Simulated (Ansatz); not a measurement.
Take BeTe in the zinc blende structure (space group F-43m, No. 216; a = 5.657 Å) as the base. Axes: x, y, z lie along the cube axes.

Level of theory: plane-wave PAW DFT at the r2SCAN level (Ansatz, a first-principles code, 500 eV), without spin-orbit coupling.

A first run, uniaxial strain ε_yy = −2.26 %, gives secant values C11 ≈ 100 GPa and C12 ≈ 42 GPa from its stress. A second run applies isotropic strain +1.44 %.

Problem. What does linear elasticity predict for the bulk modulus −ΔP/(ΔV/V₀) in the second run, and what does the run give?

Solution. Linear elasticity: (C11 + 2 C12)/3 = 61 GPa. The run gives 53 GPa; any difference comes from nonlinear terms at these strains and numerical noise.

No phonon test of stability was made.
